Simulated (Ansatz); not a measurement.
Consider BN in the zinc blende structure (space group F-43m, No. 216; a = 3.624 Å). Axes: x, y, z lie along the cube axes.

Method: PBE in Ansatz (plane waves to 420 eV, PAW, no spin-orbit coupling), earlier PAW set.

One thing is altered: the cell is scaled by 0.9813 in all directions; the atoms relax in the strained cell.

Task: Predict the stress tensor and what it implies for the stiffness.

Result: Stress of the strained cell less that of the base (GPa, compression positive):
```
  23.30    0.00    0.00
   0.00   23.30    0.00
   0.00    0.00   23.30
```

Then B = −ΔP/(ΔV/V₀) with ΔV/V₀ = -0.0551 gives secant stiffness values (nonlinear terms included at this strain): B ≈ 423 GPa.

As a check, the harmonic strain energy −½ V₀ Δσ:ε is 24 meV/atom; the computed energy rise is 23 meV/atom.

No phonon test of stability was made.

Ansatz is an electronic-structure program.
